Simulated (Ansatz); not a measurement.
A dielectric-response calculation of LuCl3 (P6_3/mmc, 8 atoms in the cell) with Ansatz (a quantum-chemistry and plane-wave program).

Method: LDA (PW92), default PAW files made with PBE (plane waves; Ansatz).

```
CELL_PARAMETERS angstrom
      9.41660     0.00000     0.00000
     -4.70830     8.15502     0.00000
      0.00000     0.00000     3.45521
ATOMIC_POSITIONS crystal
  Lu 0.66667 0.33333 0.25000
  Lu 0.33333 0.66667 0.75000
  Cl 0.78410 0.21590 0.75000
  Cl 0.21590 0.78410 0.25000
  Cl 0.56820 0.78410 0.25000
  Cl 0.43180 0.21590 0.75000
  Cl 0.78410 0.56820 0.75000
  Cl 0.21590 0.43180 0.25000
```

Reference input (self-consistent single point, DFT, LDA (PW92), plane waves, default PAW files made with PBE): basis.ecutwfc = 420 eV; kpoints.mp_grid.grid = 3 3 7; hamiltonian.xc = lda; hamiltonian.pseudopotentials = {kind: paw} (the program's default PAW files); scf.occupations.method = fixed. This run's input differs from it in these lines:

Ansatz 0.2 input:
```diff
@@ -16,3 +16,3 @@
 basis:
-  ecutwfc: 420.0
+  ecutwfc: 250.0
 kpoints:
@@ -24,6 +24,3 @@
   occupations: { method: fixed }
-output:
-  forces: true
-  eigenvalues: true
-  stress: true
+dielectric: {}
```

The program printed (abridged):

```
SCF iter   1: F=—  HF=-35265.343365 eV  |F-HF|=—  |Δ(HF+E_count)|=         —  Δρ=6.71e-3  dr2=1.34e-1  ethr=1.77e-3  ⟨swp⟩=4.8  Hψ=3717  notcnv=0  defer=154
all-band conjugate gradients solve this SCF's bands
preconditioner: auto → Resta (q_TF=auto, 2.287 Å⁻¹)
SCF iter   2: F=—  HF=-35264.991161 eV  |F-HF|=—  |Δ(HF+E_count)|=   3.52e-1  Δρ=7.78e-3  dr2=1.35e-1  ethr=1.45e-4  ⟨swp⟩=2.1  Hψ=2513  notcnv=0  defer=163
   [... lines left out ...]
SCF iter   7: F=—  HF=-35264.951820 eV  |F-HF|=—  |Δ(HF+E_count)|=   8.51e-6  Δρ=1.51e-5  dr2=7.64e-7  ethr=1.26e-8  ⟨swp⟩=2.0  Hψ=1530  notcnv=0  defer=97
SCF iter   8: F=—  HF=-35264.951821 eV  |F-HF|=—  |Δ(HF+E_count)|=   1.06e-6  Δρ=2.00e-6  dr2=2.66e-8  ethr=8.31e-10  ⟨swp⟩=2.0  Hψ=2164  notcnv=0  defer=96
SCF iter   9: F=—  HF=-35264.951821 eV  |F-HF|=—  |Δ(HF+E_count)|=  5.09e-10  Δρ=5.57e-7  dr2=1.55e-9  ethr=2.89e-11  ⟨swp⟩=2.0  Hψ=1840  notcnv=0  defer=96
SCF iter  10: F=-35264.951821 eV  HF=-35264.951821 eV  |F-HF|=1.46e-11  |Δ(HF+E_count)|=  3.13e-10  Δρ=1.04e-7  dr2=6.23e-11  ethr=1.00e-12  ⟨swp⟩=8.9  Hψ=5204  notcnv=0
SCF 1 converged in 10 iterations: F = -35264.951821 eV  dr2 = 6.23e-11
DFPT response loops at Γ: preconditioner auto → none (the input reference at scf.mixing.eps_inf says where Resta's filter doesn't serve); β = 0.50 …
── the response to a field inside a basis, on 4×4×8 k-points: an SCF that follows is theirs, and a resumed run solves both again ──
Crystal: 8 atoms, lattice volume = 265.334 Å³
Bands: 47, of which v1, the nominal top of the filled ones, is band 46 counted from 1 (45 counted from 0)
k-points: 24 of 128 (irreducible under 8 space group operations)
Initial density: handed on by an earlier stage of this run
Initial wavefunctions: pseudopotential atomic-orbital guess (no wavefunctions were taken with the density)
Eigensolver: Dense (24 Hₖ)
   [... lines left out ...]
Free energy (F): -35264.951821 eV
Fermi energy:    1.115495 eV
   [... lines left out ...]
        -0.00000   -0.00000   -1.63452
    site 7:
        -0.38825    0.00000   -0.00000
        -0.00000   -0.82924   -0.00000
        -0.00000   -0.00000   -1.63452
  Z* charge neutrality: 6.613e-2 e pre-enforcement
  solved inside a basis spanned on kpoints, on 4×4×8 k-points, its susceptibility summed on 6×6×12: ε∞ is read to err by 4.8e-2, Z* by 6.0e-2 e (field_mesh …
```

The run converged in 17 iterations. 

Summary of the result:
* **Free energy E − TS (on the zero of these files)**: -35264.9518 eV
* **Top of the valence band (on the code's own zero)**: 1.12 eV
* **Gap on the k-point mesh**: 3.37 eV
* **ε∞ at this k-point mesh, which may be far from converged in small-gap cells (xx, yy, zz)**: 2.30, 2.30, 3.38
* **Born charges at this mesh (mean of the diagonal, e)**: Lu 2.85, Lu 2.85, Cl -0.95, Cl -0.95, Cl -0.95, Cl -0.95, Cl -0.95, Cl -0.95

The starting cell comes from a database of computed structures (which also holds hypothetical and non-ambient phases and stackings), without a prior relaxation at this level. Its lattice was rescaled by up to half a per cent. Spin-orbit coupling is off. The cutoff lies below the one recommended for these files.

Cost on one core of a shared machine: roughly 3 min.
